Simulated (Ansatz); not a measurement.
## What S → O does to ZnS

The parent structure is ZnS in the wurtzite structure (space group P6_3mc, No. 186; a = 3.807 Å, c = 6.246 Å).

One thing is altered: O takes the place of S on all its sites, then cell and atoms are relaxed.

Calculations: r2SCAN (Ansatz, an electronic-structure program), no spin-orbit coupling, earlier PAW set. Γ-centred 12×12×7 mesh, Fermi–Dirac width 0.05 eV, for the changed cell.

| quantity | base | changed | shift |
|---|---|---|---|
| volume per atom | 19.60 Å³ | 11.81 Å³ | -7.79 Å³ |
| density | 4.13 g/cm³ | 5.72 g/cm³ | +1.59 g/cm³ |
| c/a ratio | 1.641 | 1.611 | -0.030 |
| space group | P6_3mc (No. 186) | P6_3mc (No. 186) | – |
| shortest interatomic distance | 2.334 Å | 1.970 Å | -0.364 Å |
| band gap | 2.77 eV | 1.23 eV | -1.54 eV |
| gap character | direct at Γ | direct at Γ | – |
| width of the top valence band | 2.18 eV | 1.83 eV | -0.357 eV |
| electron mass | 0.18 mₑ along c, 0.21 mₑ across (at Γ) | 0.19 mₑ (at Γ) | – |
| valence-band top at Γ (three highest levels, from the VBM) | 0.00, 0.00, -0.08 eV | 0.00, 0.00, -0.10 eV | – |

Cost of the whole job for the changed cell (relaxation, final SCF and bands): around 2.6 core-minutes (rough).

Masses are band curvatures over ±0.01 Å⁻¹ around the edge. Semilocal Kohn–Sham gaps tend to fall short of experiment. Stability against distortions was not tested.
